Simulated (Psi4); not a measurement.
Psi4 1.11, PBE0/def2-svpd: La(Cl)(OH)2 ([OH][La]([OH])[Cl]), 6 atoms. The geometry is a generated start, not checked to be a minimum at this level.

| Property | Result |
|---|---|
| task | energy |
| method | pbe0 |
| basis | def2-svpd |
| memory | 3 GB |
| maxiter | 100 |
| keys of the molecule block | symmetry c1 |
| scf_type | df (default) |
| e_convergence | 1e-06 (default) |
| d_convergence | 1e-06 (default) |
| dft_radial_points | 75 (default) |
| dft_spherical_points | 302 (default) |
| effective core potentials | those of the basis set, past Kr |
| basis functions | 124 |
| grid points | 130959 |

```xyz
6

La     0.6367     0.3355     0.3652
Cl     1.7921     0.0901    -1.8514
O      0.1335    -1.4399     1.3465
H     -0.5645    -1.4848     2.0175
O     -1.0533     1.1330    -0.4710
H     -0.9444     1.3662    -1.4069
```

Charge 0 and multiplicity 1 are set for this test and not shown to be the ground state.

With the defaults (diis = true, scf_initial_accelerator = adiis, damping_percentage = 0, soscf = false, soscf_start_convergence = 0.01, guess = auto, which took SAD, diis_max_vecs = 10, level_shift = 0, level_shift_cutoff = 0.01) it converges in 10 SCF iterations. One run each on 2 threads, with these changes:
- soscf = true
- guess = sadno
- guess = huckel
- level_shift = 0.1, level_shift_cutoff = 0.001
- diis_max_vecs = 3
- guess = sapgau
- soscf = true, soscf_start_convergence = 0.001
- diis = false, scf_initial_accelerator = none, damping_percentage = 60
- guess = sap

Task: Which runs fail or end elsewhere than the default run?

Result: No convergence: diis = false, scf_initial_accelerator = none, damping_percentage = 60 (the run ends without SCF convergence in 100 iterations). The rest reach the solution of the defaults.

| setting | SCF iterations | JK calls | end |
|---|---|---|---|
| soscf = true | 7 | 23 | same solution |
| soscf = true, soscf_start_convergence = 0.001 | 8 | 19 | same solution |
| the defaults | 10 | 11 | same solution |
| guess = huckel | 10 | 40 | same solution |
| guess = sadno | 10 | 10 | same solution |
| level_shift = 0.1, level_shift_cutoff = 0.001 | 10 | 11 | same solution |
| guess = sap | 13 | 13 | same solution |
| diis_max_vecs = 3 | 17 | 18 | same solution |
| guess = sapgau | 18 | 18 | same solution |
| diis = false, scf_initial_accelerator = none, damping_percentage = 60 | 100 | 101 | no convergence |

An SOSCF iteration holds several JK calls; a Hückel guess adds calls on atoms. 1 further run of the study ended by our limits or in an error and is left out.
